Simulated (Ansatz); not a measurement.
ZnS (F-43m), Ansatz (a quantum-chemistry and plane-wave program) with r2SCAN with spin-orbit coupling, rigid bands: N_c = 2.31e18 cm⁻³ at 300 K and an electron conductivity mass of 0.208 mₑ.

For 1e16 electrons per cm³ at 300 K, place the Fermi level, estimate the Seebeck coefficient of a parabolic band with constant τ, and give mobility and conductivity for τ = 5 fs.

The level lies k_BT ln(N_c/n) = 0.141 eV below the conduction-band minimum. S ≈ −(k_B/e)[ln(N_c/n) + 5/2] = -684 μV/K, against -682 μV/K from the full bands (mean over directions). μ = eτ/m = 42.3 cm²/(V·s) and σ = neμ = 0.0677 S/cm. τ is assumed, not computed.

Band transport and this doping are assumed; polarons and phonon drag are left out. Geometry: cell and atoms relaxed with PBEsol.
